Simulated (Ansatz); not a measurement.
The starting structures come from a database of crystals and need not be the phases stable at ambient conditions.

 Where the default PAW files enter, the runs use the earlier of Ansatz's two default sets.

Inside the gap of an insulator the Bloch states are evanescent, with a wavenumber k + iκ along the transport direction.

Data:

```
CELL_PARAMETERS angstrom
      5.27144     0.00000     0.00000
      0.00000    11.30758     0.00000
      0.00000    -2.29854     4.55057
ATOMIC_POSITIONS crystal
  Zr 0.03410 0.38445 0.13750
  Zr 0.96590 0.61555 0.86250
  Zr 0.53410 0.61555 0.36250
  Zr 0.46590 0.38445 0.63750
  Zr 0.96590 0.11555 0.36860
  Zr 0.03410 0.88445 0.63140
  Zr 0.46590 0.88445 0.13140
  Zr 0.53410 0.11555 0.86860
  O  0.37471 0.28992 0.91773
  O  0.62529 0.71008 0.08227
  O  0.87471 0.71008 0.58227
  O  0.12529 0.28992 0.41773
  O  0.62529 0.21008 0.33789
  O  0.37471 0.78992 0.66211
  O  0.12529 0.78992 0.16211
  O  0.87471 0.21008 0.83789
  O  0.73877 0.47759 0.47505
  O  0.26123 0.52241 0.52495
  O  0.23877 0.52241 0.02495
  O  0.76123 0.47759 0.97505
  O  0.26123 0.02241 0.51987
  O  0.73877 0.97759 0.48013
  O  0.76123 0.97759 0.98013
  O  0.23877 0.02241 0.01987
```

Space group of this cell: Pbca. The cell is taken as given.

Transport runs along the normal of the first two printed cell vectors.

The gap is the functional's own. No spin-orbit coupling. Mid-gap values are interpolated on the energy grid.

Question: Give the band gap and the smallest decay constant κ at mid-gap that r2SCAN in Ansatz (a program for electronic structure) yields.

Answer: Gap 4.28 eV on a 6×8×8 mesh; κ = 0.444 1/Å, at (0.000, 0.250) of the in-plane reciprocal vectors. At the zone centre, at the nearest computed energy, the slowest state has κ = 0.45 1/Å.
